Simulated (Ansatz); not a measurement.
An Ansatz (a quantum-chemistry and plane-wave program) input (plane-wave PAW DFT at the PBEsol level (Ansatz, 420 eV), without spin-orbit coupling, earlier PAW set):

Ansatz 0.2 input:
```yaml
crystal:
  lattice:
    - [0, 2.9168566607, 2.9168566607]
    - [2.8168581948, 0.0999984659, 2.8168581948]
    - [2.8168581948, 2.8168581948, 0.0999984659]
  atoms:
    - { symbol: Se, position: [0.75, 0.75, 0.75] }
    - { symbol: Zn, position: [0, 0, 0] }
basis: { ecutwfc: 420, ecutrho_ratio: 4, xc_grid: 2, fft_grid_basis: typed }
kpoints: { mp_grid: { grid: [10, 10, 10] } }
hamiltonian:
  xc: pbesol
  dispersion: none
  pseudopotentials: { azcp: { folder: ./paw }, kind: paw }
scf: { occupations: { method: fermi_dirac, width: 0.05 }, convergence: { dr2_threshold: 0.0000000002 } }
relax: { f_tol: 0.005, max_steps: 50 }
output: { forces: true, stress: true }
checkpoint: { write: state.ck, write_every: 1000 }
```

Q: Which symmetry and how many k-points will the program report, and about how many plane waves at Γ?

A: Space group Imm2 (ITA 44) with 4 operations, k-points 171 of 1000, and 881 plane waves at Γ.

The cells carry an imposed strain or load. Stability against distortions was not tested. The cell was made from ZnSe in the zinc blende structure (space group F-43m, No. 216) by this change: tensor shear ε_yz = +3.55 %.
